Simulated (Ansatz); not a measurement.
# ZnSe under a change: tensor shear ε_yz = +2.84 %

The reference is ZnSe in the zinc blende structure (space group F-43m, No. 216; a = 5.666 Å). Axes: x, y, z lie along the cube axes.

One thing is altered: tensor shear ε_yz = +2.84 % (engineering shear γ = 0.0568), atoms relaxed at fixed cell.

Level of theory: r2SCAN in Ansatz (plane waves to 500 eV, PAW, scalar-relativistic without spin-orbit coupling), earlier PAW set. Γ-centred 10×10×10 mesh, Fermi–Dirac width 0.05 eV.

Volume per atom: 22.72 Å³ (base 22.74 Å³)
Energy relative to the base (free energy F): +9.5 meV/atom
Band gap: 1.65 eV (base 1.86 eV)
Gap character: direct at Γ (base direct at Γ)
Valence-band top at Γ (three highest levels, from the VBM): 0.00, -0.20, -0.34 eV (base 0.00, 0.00, 0.00 eV)
Valley order (the lowest conduction-band minima on the path, energy above the VBM, named in the base's zone): Γ 1.65 eV; L along [1-11] 2.64 eV; X along [100] 2.89 eV; L along [111] 3.09 eV (base Γ 1.86 eV; L along ⟨111⟩ 3.05 eV; X along ⟨100⟩ 3.34 eV)
Largest internal atomic displacement: 0.027 Å
Stress (xx, yy, zz, yz, xz, xy; compression positive): (-0.03, 0.07, 0.07, -2.36, 0.00, 0.00) GPa

Final structure:

```
ZnSe
1.0
    0.00000     2.91350     2.91350
    2.83304     0.08046     2.83304
    2.83304     2.83304     0.08046
Se Zn
1 1
Direct
  0.74517   0.75483   0.75483
  0.00483   0.99517   0.99517
```

The cells carry an imposed strain or load. Whether these cells are dynamically stable was not tested. k-point labels follow each cell's own Brillouin zone.

Ansatz is a program for electronic structure.
